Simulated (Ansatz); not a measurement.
Base system: PbTe in the rock salt structure (space group Fm-3m, No. 225).

```
PbTe
1.0
    0.00000     3.28470     3.28470
    3.28470     0.00000     3.28470
    3.28470     3.28470     0.00000
Te Pb
1 1
Direct
  0.00000   0.00000   0.00000
  0.50000   0.50000   0.50000
```

Method: Kohn–Sham DFT with the PBE functional, run in Ansatz (an electronic-structure program) with PAW and 420 eV plane waves, no SOC, earlier PAW set.

Base values:

* **Lattice parameter a**: 656.9 pm

It is then changed as follows: full substitution Te → Se; the structure is relaxed again.

Q: Estimate the effect on the lattice parameter a.

A: The lattice parameter a shrinks by 35.2 pm to 621.7 pm.

Stability against distortions was not tested.
